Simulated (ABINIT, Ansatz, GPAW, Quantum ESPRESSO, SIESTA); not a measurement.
Mg₅As (Amm2, 6 atoms in the cell) computed with different codes at matched settings

Self-consistent single point.

```
CELL_PARAMETERS angstrom
      5.13845     0.00000     0.00000
      0.00000     1.65325     7.71577
      0.00000    -1.65325     7.71577
ATOMIC_POSITIONS crystal
  Mg 0.00000 0.67127 0.67127
  Mg 0.00000 0.33212 0.33212
  Mg 0.00000 0.99968 0.99968
  Mg 0.50000 0.55907 0.55907
  Mg 0.50000 0.87993 0.87993
  As 0.50000 0.22460 0.22460
```

Shared settings, as Ansatz (a program for electronic structure) writes them: kpoints.mp_grid.grid = 3 5 5; scf.occupations.method = gaussian; scf.occupations.width = 0.2 eV. Potentials and cutoffs stand in the table.

```
code                                                                                                                                      model  pressure (GPa)  largest force (eV/Å)       cutoff
----------------  -----------------------------------------------------------------------------------------------------------------------------  --------------  --------------------  -----------
GPAW                                                                                      PBEsol, GPAW PAW datasets PBEsol (made by gpaw-setup)           -1.41                 0.132       800 eV
SIESTA            GGA PBEsol, numerical atomic orbitals DZP, PseudoDojo PBEsol standard norm-conserving potentials (rewritten from UPF to PSML)           -0.30                 0.288  grid 400 Ry
ABINIT                                                           PBEsol, norm-conserving pseudopotentials (PseudoDojo nc-sr-04 PBEsol standard)           -1.39                 0.133      1143 eV
Ansatz                                                                                                          PBEsol, PAW files made with PBE           -1.42                 0.129      default
Quantum ESPRESSO                                                                           PBEsol, SSSP 1.1.2 efficiency (PBE) pseudopotentials           -1.43                 0.127        35 Ry
```

Size of the force on each atom (eV/Å): Sizes of forces hide their directions.

```tsv
code	Mg1	Mg2	Mg3	Mg4	Mg5	As6
GPAW	0.025	0.132	0.005	0.049	0.109	0.040
SIESTA	0.034	0.288	0.072	0.106	0.032	0.165
ABINIT	0.023	0.133	0.005	0.051	0.116	0.042
Ansatz	0.024	0.129	0.005	0.050	0.113	0.038
Quantum ESPRESSO	0.021	0.127	0.003	0.051	0.112	0.041
```

The spread over the programs that give each value: pressure within 1.13 GPa; largest force within 0.161 eV/Å.

SIESTA uses small atom-centred bases, whose incompleteness enters pressures, forces and empty levels differently from a plane-wave cutoff. Ansatz's pressure is given at a fixed set of plane waves, as the other plane-wave codes print theirs. In the pressure, SIESTA (by 1.11) lies more than 1 GPa from the median of the plane-wave programs. In the force vectors, SIESTA (by 0.157) lies more than 0.08 eV/Å from the median of the plane-wave programs.

The shared mesh is coarse (it stands for a supercell whose shortest vector is 15 Å), so the values are not converged in it.

The starting cell comes from a database of computed structures (which also holds hypothetical and non-ambient phases and stackings), without a prior relaxation at this level.

Left out of this page: CP2K (unsound by tests on forces, stress, charge or solver warnings); Elk (not drawn, or without a comparable value).

Keys are those of Ansatz 0.2.
